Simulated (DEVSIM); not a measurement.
illuminated Si p-on-n cell, one wavelength

Device: illuminated Si p-on-n cell, one wavelength, at 300 K.

| layer (left to right) | material | thickness (μm) | Nd (cm⁻³) | Na (cm⁻³) | τn (s) | τp (s) | absorption coefficient (cm⁻¹) |
|---|---|---|---|---|---|---|---|
| 1 | Si | 0.260 | - | 8.1e18 | 6.5e-7 | 6.5e-8 | 8000 |
| 2 | Si | 100 | 3.7e16 | - | 1.9e-6 | 1.9e-6 | 8000 |

Left contact: ohmic, minority electron recombination velocity 9e6 cm/s. Right contact: ohmic, minority hole recombination velocity 10 cm/s. Voltage is applied to the left contact. Recombination: SRH at mid-gap, radiative, Auger. Light enters at the left, 7.3e17 photons cm⁻² s⁻¹, one pass, no reflection. Mobility is constant in doping.

Constants are typed, rounded textbook-type inputs, not results; the design itself was drawn at random and stands for no fabricated device. Values at 300 K.

```tsv
parameter	Si
gap (eV)	1.124
affinity (eV)	4.05
permittivity	11.7
Nc (cm⁻³)	2.86e19
Nv (cm⁻³)	3.1e19
μn (cm²/Vs)	1417
μp (cm²/Vs)	470
B (cm³/s)	4.7e-15
Cn (cm⁶/s)	2.8e-31
Cp (cm⁶/s)	9.9e-32
```

DEVSIM, 1D drift-diffusion, Boltzmann statistics, complete ionisation; no tunnelling, impact ionisation, image-force lowering or self-heating.

| Item | Result |
|---|---|
| Potential step across the device at zero bias | 0.917 V |
| Largest field in the device at zero bias | 170000 V/cm |
| Dark forward voltage at 1 A/cm² | 0.680 V |
| Dark forward voltage at 100 A/cm² | 0.851 V |
| Short-circuit current | 105 mA/cm² |
| Open-circuit voltage | 0.620 V |
| Fill factor | 0.83 |
| Largest power | 54.1 mW/cm² |
| Share of generated pairs collected at short circuit | 0.899 |

Current under light (generator sign):

```json
[
 {"V (V)": "0.00", "J (mA/cm²)": "105"},
 {"V (V)": "0.08", "J (mA/cm²)": "105"},
 {"V (V)": "0.18", "J (mA/cm²)": "105"},
 {"V (V)": "0.26", "J (mA/cm²)": "105"},
 {"V (V)": "0.36", "J (mA/cm²)": "105"},
 {"V (V)": "0.46", "J (mA/cm²)": "105"},
 {"V (V)": "0.48", "J (mA/cm²)": "105"},
 {"V (V)": "0.50", "J (mA/cm²)": "104"},
 {"V (V)": "0.52", "J (mA/cm²)": "103"},
 {"V (V)": "0.54", "J (mA/cm²)": "100"},
 {"V (V)": "0.56", "J (mA/cm²)": "94.6"},
 {"V (V)": "0.58", "J (mA/cm²)": "82.4"},
 {"V (V)": "0.60", "J (mA/cm²)": "56.2"},
 {"V (V)": "0.62", "J (mA/cm²)": "-0.494"}
]
```

Small-signal capacitance in reverse bias (quasi-static):

```tsv
V (V)	C (nF/cm²)
-0.04	59.5
-0.1	57.5
-0.2	54.6
-0.3	52.0
-0.4	49.8
-0.6	46.2
-0.8	43.2
-1	40.8
-1.3	37.8
-1.6	35.4
-2	32.8
```
